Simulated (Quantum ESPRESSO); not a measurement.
Input and output of a self-consistent single point for YGe2 (I4_1/amd, 6 atoms in the cell) (Quantum ESPRESSO).

Method of the run: PBEsol, PSlibrary PAW (PBE) pseudopotentials (plane waves; Quantum ESPRESSO).

```yaml
crystal:
  lattice:
    - [-2.02189, 2.02189, 8.42769]
    - [2.02189, -2.02189, 8.42769]
    - [2.02189, 2.02189, -8.42769]
  atoms:
    - { symbol: Y, position: [0.50000, 0.50000, 0.00000] }
    - { symbol: Y, position: [0.25000, 0.75000, 0.50000] }
    - { symbol: Ge, position: [0.82799, 0.32799, 0.50000] }
    - { symbol: Ge, position: [0.07799, 0.07799, 0.00000] }
    - { symbol: Ge, position: [0.92201, 0.92201, 0.00000] }
    - { symbol: Ge, position: [0.67201, 0.17201, 0.50000] }
```

Reference input (self-consistent single point, DFT, PBEsol, plane waves, PSlibrary PAW (PBE) pseudopotentials): ecutwfc = 45 Ry; ecutrho = 315 Ry; occupations = smearing; smearing = fd; degauss = 0.0073499 Ry; input_dft = pbesol; potentials = {Y: Y.pbe-spn-kjpaw_psl.1.0.0.UPF, Ge: Ge.pbe-n-kjpaw_psl.1.0.0.UPF}; K_POINTS = automatic 5 5 5 0 0 0; conv_thr = 1e-09 Ry; mixing_beta = 0.3. This run's input differs from it in these lines:

```diff
@@ -34,3 +34,3 @@
 K_POINTS automatic
-5 5 5  0 0 0
+6 6 6  0 0 0
 CELL_PARAMETERS angstrom
```

Output, abridged:

```
     Self-consistent Calculation

     iteration #  1     ecut=    45.00 Ry     beta= 0.30

     Threshold (ethr) on eigenvalues was too large:
     Diagonalizing with lowered threshold

     total energy              =   -1201.87787884 Ry
     estimated scf accuracy    <       0.08526833 Ry

     iteration #  2     ecut=    45.00 Ry     beta= 0.30

     total energy              =   -1201.87404480 Ry
     estimated scf accuracy    <       0.02187319 Ry

     iteration #  3     ecut=    45.00 Ry     beta= 0.30

     total energy              =   -1201.87809409 Ry
     estimated scf accuracy    <       0.00461645 Ry

   [... 7 blocks of this kind left out ...]

     iteration # 11     ecut=    45.00 Ry     beta= 0.30

     total energy              =   -1201.87913248 Ry
     estimated scf accuracy    <          3.3E-09 Ry

     iteration # 12     ecut=    45.00 Ry     beta= 0.30
     End of self-consistent calculation

     the Fermi energy is     8.7383 ev

!    total energy              =   -1201.87913248 Ry
     estimated scf accuracy    <          1.2E-10 Ry
     smearing contrib. (-TS)   =      -0.00521190 Ry
     internal energy E=F+TS    =   -1201.87392058 Ry

     convergence has been achieved in  12 iterations

     Forces acting on atoms (cartesian axes, Ry/au):

     atom    1 type  1   force =     0.00000000    0.00000000    0.00000000
     atom    2 type  1   force =    -0.00000000   -0.00000000   -0.00000000
     atom    3 type  2   force =     0.00000000    0.00000000   -0.00437934
     atom    4 type  2   force =     0.00000000    0.00000000   -0.00437934
     atom    5 type  2   force =    -0.00000000    0.00000000    0.00437934
     atom    6 type  2   force =     0.00000000    0.00000000    0.00437934

     Total force =     0.008759     Total SCF correction =     0.000007

          total   stress  (Ry/bohr**3)                   (kbar)     P=      -51.85
  -0.00037979   0.00000000  -0.00000000          -55.87        0.00       -0.00
   0.00000000  -0.00037979  -0.00000000            0.00      -55.87       -0.00
   0.00000000  -0.00000000  -0.00029789            0.00       -0.00      -43.82

   JOB DONE.
```

The run converged in 12 iterations. Against the reference run the free energy goes up by 3.2 meV/atom, the pressure stays near -5.19 GPa while the zz stress (positive for compression) goes from -4.73 to -4.38 GPa and the largest force goes from 0.063 to 0.113 eV/Å.

The starting cell comes from a database of computed structures (which also holds hypothetical and non-ambient phases and stackings), without a prior relaxation at this level. Its lattice was rescaled by a random factor within 2.5 % of one. With a pressure of about -5 GPa the cell is away from its equilibrium volume at this level.

Cost on one core of a shared machine: roughly 7 min.
